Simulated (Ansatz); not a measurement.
This Ansatz (a program for electronic structure) input is the reference run, GaN in the wurtzite structure (space group P6_3mc, No. 186), computed with Ansatz, PBE, PAW, cutoff 420 eV, scalar-relativistic without spin-orbit coupling, earlier PAW set:

Ansatz 0.2 input:
```yaml
crystal:
  lattice:
    - [3.2186129545, 0, 0]
    - [-1.6093064773, 2.7874005836, 0]
    - [0, 0, 5.2435458134]
  atoms:
    - { symbol: Ga, position: [0.6666666667, 0.3333333333, 0.0009633878] }
    - { symbol: Ga, position: [0.3333333333, 0.6666666667, 0.5009633878] }
    - { symbol: N, position: [0.6666666667, 0.3333333333, 0.6242366122] }
    - { symbol: N, position: [0.3333333333, 0.6666666667, 0.1242366122] }
basis: { ecutwfc: 420, ecutrho_ratio: 4, xc_grid: 2, fft_grid_basis: typed }
kpoints: { mp_grid: { grid: [12, 12, 6] } }
hamiltonian:
  xc: pbe
  dispersion: none
  pseudopotentials: { azcp: { folder: ./paw }, kind: paw }
scf: { occupations: { method: fermi_dirac, width: 0.05 }, convergence: { dr2_threshold: 0.0000000004 } }
output: { forces: true, stress: true }
checkpoint: { write: state.ck, write_every: 1000 }
```

Problem. Write the input for this change: biaxial strain +3.84 %, plane normal [001], relaxed out of plane (Cartesian); in-plane vectors clamped, the third vector and the atoms free.

Solution. 
Ansatz 0.2 input:
```yaml
crystal:
  lattice:
    - [3.342207692, 0, 0]
    - [1.671103846, 2.894436766, 0]
    - [0, 0, 5.1428697338]
  atoms:
    - { symbol: Ga, position: [0.6666666667, 0.6666666667, 0.0009633878] }
    - { symbol: Ga, position: [0.3333333333, 0.3333333333, 0.5009633878] }
    - { symbol: N, position: [0.6666666667, 0.6666666667, 0.6242366122] }
    - { symbol: N, position: [0.3333333333, 0.3333333333, 0.1242366122] }
basis: { ecutwfc: 420, ecutrho_ratio: 4, xc_grid: 2, fft_grid_basis: typed }
kpoints: { mp_grid: { grid: [12, 12, 6] } }
hamiltonian:
  xc: pbe
  dispersion: none
  pseudopotentials: { azcp: { folder: ./paw }, kind: paw }
scf: { occupations: { method: fermi_dirac, width: 0.05 } }
relax: { f_tol: 0.005, max_steps: 50, cell: { stress_tol: 0.01, fix: [a, b, gamma] } }
output: { forces: true, stress: true }
checkpoint: { write: state.ck, write_every: 1000 }
```
This is the input that was run; other choices of cell and start would serve too.

No phonon test of stability was made.
